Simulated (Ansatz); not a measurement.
# Band edges of zincblende BAs (F-43m) under biaxial stress in the (001) plane

Cell and atoms are relaxed with PBEsol to each stress (compression positive); bands and masses by r2SCAN with spin-orbit coupling, rigid bands (plane waves, PAW; Ansatz, a first-principles code). Strains are changes of length against the unloaded cell.

AsB has the cubic space group F-43m (No. 216), the zinc blende structure, Pearson symbol cF8. Cell: a = b = c = 4.768 Å, α = β = γ = 90.00°. B on 4a sees 4 As at 2.065 Å (tetrahedral). As on 4d is coordinated by 4 B at 2.065 Å (tetrahedral). (Neighbours: up to the widest gap in distance over summed covalent radii, below 1.35, at either atom.)
(The calculation used a cell of 2 atoms; values per cell refer to that cell.)

| stress (GPa) | strain [001] (%) | strain [100] (%) | gap (eV) | mₑ* [001] | mₑ* [100] | mₕ* [001] | mₕ* [100] |
|---|---|---|---|---|---|---|---|
| -12.80 | -2.63 | 4.95 | 0.325 | 0.99 | 0.22 | 0.22 | 0.22 |
| -9.60 | -1.84 | 3.51 | 0.602 | 1.01 | 0.22 | 0.24 | 0.23 |
| -6.40 | -1.16 | 2.23 | 0.858 | 1.03 | 0.22 | 0.27 | 0.25 |
| -3.20 | -0.55 | 1.07 | 1.092 | 1.05 | 0.22 | 0.32 | 0.28 |
| 0 | 0 | 0 | 1.300 | 0.30 | 0.30 | 0.32 | 0.32 |
| 3.20 | 0.51 | -0.99 | 1.163 | 0.22 | 0.36 | 0.28 | 0.33 |
| 6.40 | 0.98 | -1.91 | 1.033 | 0.22 | 0.36 | 0.24 | 0.31 |
| 9.60 | 1.42 | -2.77 | 0.909 | 0.22 | 0.36 | 0.22 | 0.31 |

[001] is the normal of the loaded plane; [010] strains as [100]. Masses are conductivity masses at 300 K in electron masses.

**Question.** From the two loads next to zero, find the biaxial modulus and the ratio of out-of-plane to in-plane strain.

**Answer.** Between -3.20 and 3.20 GPa the strain along [100] changes by -2.06 % and that along [001] by 1.06 %. The modulus is 6.40/0.0206 = 310 GPa and the ratio of the strains 0.51 (PBEsol, atoms relaxed). For a cubic (001) plane the ratio is 2C₁₂/C₁₁ and the modulus C₁₁ + C₁₂ − 2C₁₂²/C₁₁, which gives C₁₁ ≈ 280 GPa and C₁₂ ≈ 71 GPa.

**Question.** Is the response still linear at the largest tension?

**Answer.** The modulus predicts 4.12 % at -12.80 GPa; the table has 4.95 %, so the crystal is softer there.

**Question.** How fast does the gap move on either side of zero load?

**Answer.** Under tension, (1.092 − 1.300) eV over -3.20 GPa = 65 meV/GPa, or about -19 eV per unit strain; under compression, (1.163 − 1.300) eV over 3.20 GPa = -43 meV/GPa, or about 14 eV per unit strain. The two slopes part by 108 meV/GPa; gaps are resolved to about 0.01 eV, which allows 6 meV/GPa, so they differ, even in sign: the gap has a turning point near zero load.

**Question.** Take the carrier density and the relaxation time as fixed, so that ρ ∝ m*. What gauge factor (Δρ/ρ)/ε follows for current along [100] at the loads next to zero?

**Answer.** electrons at -3.20 GPa: (0.22/0.30 − 1)/0.0107 ≈ -25; holes at -3.20 GPa: (0.28/0.32 − 1)/0.0107 ≈ -12; electrons at 3.20 GPa: (0.36/0.30 − 1)/-0.0099 ≈ -20. These are means over a finite load; the small-strain gauge factor differs, most where the load has already emptied the upper valleys or bands. Carriers and loads whose mass moves by under 12 % aren't resolved and aren't listed. The change of shape, which adds a term of order 1 to 2, and that of the scattering between valleys or bands are left out.

Masses are those of dilute carriers in rigid bands with one relaxation time, without polarons. Third decimals of gaps are kept for the arithmetic. Every relaxation keeps the zincblende phase (space group I-4m2 under this load), so a transition, a distortion that breaks the symmetry or fracture can't show.
